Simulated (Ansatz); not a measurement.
# Rh with two functionals

Consider Rh in the fcc (Cu type) structure (space group Fm-3m, No. 225; a = 3.830 Å).

(Cell as relaxed with PBE.)

Levels (all Ansatz, a program for electronic structure, PAW): PBE (420 eV, no SOC); PBEsol (420 eV, no spin-orbit coupling).

Each level relaxes its own structure.

```json
[
 {"quantity": "volume per atom", "PBE": "14.05 Å³", "PBEsol": "…"},
 {"quantity": "lattice parameter a", "PBE": "3.830 Å", "PBEsol": "…"},
 {"quantity": "band gap", "PBE": "zero", "PBEsol": "…"}
]
```

Problem. Given the PBE results, estimate those of PBEsol.

Solution. 
- volume per atom, PBEsol: 13.50 Å³
- lattice parameter a, PBEsol: 3.780 Å
- band gap, PBEsol: zero

PBE's volume per atom lies 0.544 Å³ above PBEsol's (4.0 %); PBE's lattice parameter a lies 0.050 Å above PBEsol's (1.3 %); the two agree on the band gap. Neither level is exact; PBEsol is the comparison here, not a measurement.

Whether these cells are dynamically stable was not tested. The final runs are not spin-polarised.
